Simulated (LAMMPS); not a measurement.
LAMMPS 22 Jul 2025, classical MD, AIREBO (CH.airebo): C, 4096 atoms.

```text
units metal
atom_style atomic
read_data unit.data
replicate 8 8 8
pair_style airebo 3.0
pair_coeff * * CH.airebo C
change_box all z delta 0.0 $(2*lz) units box
velocity all create 1600 4928 dist gaussian loop geom
fix 1 all nve
fix 2 all langevin 800 800 0.02 9876 zero yes
timestep 0.0005
thermo 100
run 300
reset_timestep 0
write_restart start.rst
```

```text
processors 1 1 64
read_restart start.rst
pair_style airebo 3.0
pair_coeff * * CH.airebo C
neighbor 2.0 bin
neigh_modify every 1 delay 0 check yes
fix 1 all nve
timestep 0.0005
thermo_style custom step temp pe etotal press
thermo_modify format float %.10g
thermo 100
group probe id 1:48
dump probe probe custom 1000000 forces.txt id fx fy fz
dump_modify probe sort id format float %.8g
run 800
```

```bash
# ahead of the timed run: OMP_NUM_THREADS=1 mpirun -np 48 lmp -in in.warm -log none -nocite
OMP_NUM_THREADS=1 mpirun -np 64 lmp -in in.lmp -log log.lammps -nocite
```

It runs on a single node (Arm Neoverse V2, 96 cores on 1 socket, no SMT, 1 L3 cache group).

On 64 ranks this takes 6.3 s. Times are wall-clock medians of two to five runs, from launch to exit, with nothing else on the machine. Processes are pinned to neighbouring cores unless said otherwise. The build: PyPI wheel: MPICH, OPENMP and OPT packages; another build can shift the numbers. Scratch files lie in a memory file system. A preparatory run goes ahead and isn't timed.

**Question.** Speed this job up; the result has to stay within 1.0 meV/atom in energy, 10 meV/Å in forces on 48 atoms, 0.20 meV an atom in drift of the total energy. Keep to 64 cores.

**Answer.** This is not unique; one that fits is going from processors = 1 1 64 to processors = 8 8 1, one of the fastest among the values tried that keep the result.

```diff
-processors 1 1 64
+processors 8 8 1
```

Time: 6.3 s to 2.3 s (2.7× as fast). The largest move is in other (Other): 3.1 s to 0.0093 s. The slowest rank's pair time is 3.61 times the mean in the first run and 1.13 times in the second; the others wait. What the program resolved moves too: grid of ranks from 1 by 1 by 64 to 8 by 8 by 1. These two results differ by: energy equal as printed, forces on 48 atoms equal as printed, drift of the total energy equal as printed. Others tried: processors = * * 1 (2.3 s); processors = 64 1 1 (2.9 s); processors = 4 4 4 (4.7 s); processors = * * * (default) (5.1 s).
